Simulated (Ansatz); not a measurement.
Consider interstitial O in monoclinic ZrO2, charge state -2. Computed with PBE, PAW (plane waves to 420 eV; Ansatz, a program for electronic structure).

Cell of 96 host sites held at the relaxed PBE lattice; the Γ point alone; Fermi-Dirac width 0.01 eV, spin-restricted; finite-size errors left in. Energies are static. The charge state is imposed; whether it is stable for some Fermi level was not computed. Sites that were not tried may lie lower.

Barriers: single points on a 2×2×2 k-point mesh shifted by half a step at the bands' geometries.

Relaxed starting cell (atoms counted from 1):

```xyz
97
Lattice="10.3787 0.0000 0.0000 0.0000 10.4835 0.0000 -1.8071 0.0000 10.6048" Properties=species:S:1:pos:R:3 pbc="T T T"
Zr     0.8271     2.4096     3.7269
Zr    -0.1104     2.3851     9.0732
Zr     0.7884     7.6300     3.7575
Zr    -0.1051     7.6291     9.0669
Zr     5.9761     2.3266     3.8494
Zr     4.9907     2.4611     9.1002
Zr     6.0156     7.6740     3.7585
Zr     5.0421     7.5912     9.1422
Zr     3.6356     2.9447     1.5761
Zr     2.6332     2.9035     6.6931
Zr     3.5142     8.0952     1.5205
Zr     2.5829     8.0771     6.8445
Zr     8.6774     2.8700     1.5493
Zr     7.7795     2.8673     6.8838
Zr     8.6486     8.0362     1.5334
Zr     7.7879     8.0921     6.8722
Zr     3.1968     5.0007     4.0157
Zr     2.1449     4.9236     9.3910
Zr     3.0422    10.2411     4.1748
Zr     2.1298    10.2796     9.4922
Zr     8.2143     5.0023     4.1940
Zr     7.3179     5.0361     9.5388
Zr     8.2650    10.2511     4.2090
Zr     7.3045    10.2593     9.5250
Zr     1.2465     0.2429     1.1122
Zr     0.3522     0.2447     6.4139
Zr     1.2824     5.4733     1.1114
Zr     0.3581     5.4731     6.3680
Zr     6.4360     0.2312     1.1471
Zr     5.5147     0.2110     6.4663
Zr     6.0929     5.3126     1.1893
Zr     5.5307     5.4903     6.4300
O     -0.4266     0.9289     4.5260
O     -1.3593     0.9212     9.8170
O     -0.4445     6.1529     4.5098
O     -1.3336     6.1770     9.8266
O      4.8473     0.7285     4.5130
O      3.8483     0.9239     9.7923
O      4.8206     6.1948     4.4979
O      3.7757     6.1161     9.8757
O      5.0322     3.7081     0.2207
O      3.8421     4.3963     5.9815
O      4.6655     9.6623     0.8177
O      3.7946     9.5575     6.1398
O      9.9384     4.3310     0.8088
O      9.0107     4.3189     6.1007
O      9.8815     9.5597     0.8050
O      9.0243     9.5733     6.1216
O      4.0999     3.1435     3.7265
O      3.4661     3.6937     8.4201
O      4.2313     8.7275     3.4658
O      3.3285     8.7451     8.8000
O      9.4447     3.5384     3.4449
O      8.5714     3.5518     8.7657
O      9.4462     8.7636     3.4573
O      8.5541     8.7851     8.7651
O     -0.0021     1.6991     1.8581
O     -0.8964     1.6954     7.1876
O     -0.0079     6.9352     1.8561
O     -0.8814     6.9466     7.1639
O      5.2358     1.6721     1.9378
O      4.3108     1.7202     7.1096
O      5.3513     7.1854     1.7674
O      4.2896     6.9329     7.2107
O      1.4673     3.9159     5.1168
O      0.5948     3.9593    10.4444
O      1.4534     9.1481     5.1658
O      0.5440     9.1566    10.4631
O      6.6429     3.8860     5.1983
O      5.8127     3.8863    10.4837
O      6.6812     9.1212     5.2060
O      5.7088     9.1333    10.4938
O      2.8041     1.3857     0.1097
O      1.9401     1.3326     5.3923
O      2.8444     6.6172     0.1001
O      1.9312     6.6087     5.4056
O      7.9892     1.3389     0.1845
O      7.1151     1.3386     5.4998
O      7.9845     6.5765     0.1378
O      7.1321     6.5761     5.4852
O      2.3608     1.2286     2.7571
O      1.4821     1.2830     8.0637
O      2.3262     6.5636     2.7516
O      1.4648     6.4964     8.0450
O      7.5880     1.2625     2.8312
O      6.6114     1.3109     8.1548
O      7.5537     6.4956     2.8383
O      6.6480     6.5415     8.1212
O      1.8508     3.9261     2.4860
O      1.0152     3.9340     7.7647
O      1.9021     9.2030     2.5094
O      1.0070     9.2074     7.8166
O      7.0505     3.9150     2.5530
O      6.2162     4.0023     7.8377
O      7.1150     9.2294     2.5446
O      6.1900     9.2092     7.8615
O      4.2655     4.9177     2.1097
```
Cell charge -2.

End state 1 differs by these moves (Å; atoms that move under 0.08 Å are left out):

| atom | element | Δx | Δy | Δz |
|---|---|---|---|---|
| 5 | Zr | 0.01 | 0.05 | -0.07 |
| 6 | Zr | -0.25 | 0.10 | 0.04 |
| 9 | Zr | 0.01 | -0.08 | -0.21 |
| 15 | Zr | 0.07 | 0.07 | 0.02 |
| 17 | Zr | -0.11 | -0.03 | 0.03 |
| 18 | Zr | 0.14 | 0.00 | 0.14 |
| 31 | Zr | 0.34 | 0.23 | 0.01 |
| 32 | Zr | -0.09 | -0.08 | 0.02 |
| 37 | O | -0.11 | 0.21 | 0.05 |
| 38 | O | 0.15 | -0.24 | -0.07 |
| 39 | O | -0.06 | -0.05 | -0.04 |
| 40 | O | 0.10 | 0.08 | 0.02 |
| 41 | O | -0.31 | -0.76 | -0.76 |
| 42 | O | 0.08 | -0.22 | -0.21 |
| 49 | O | 0.19 | 0.33 | -0.40 |
| 50 | O | 0.21 | 0.47 | -0.25 |
| 61 | O | 0.04 | 0.00 | -0.09 |
| 62 | O | -0.08 | 0.03 | 0.12 |
| 63 | O | -0.05 | -0.04 | 0.09 |
| 66 | O | -0.10 | -0.02 | 0.00 |
| 70 | O | -0.12 | 0.07 | 0.02 |
| 73 | O | -0.03 | -0.08 | -0.01 |
| 93 | O | 0.04 | 0.07 | -0.01 |
| 97 | O | 0.29 | -0.19 | -1.03 |

**Question.** Give the forward and backward barriers to end state 1 at the level PBE, PAW.

**Answer.** forward 0.22 eV, backward 0.22 eV; at the saddle point atom 41 has neighbours O at 2.36, O at 2.43, O at 2.66, O at 2.68, O at 2.69, O at 2.72; Zr at 2.10, Zr at 2.16, Zr at 2.19 Å. The saddle point's order was not checked.
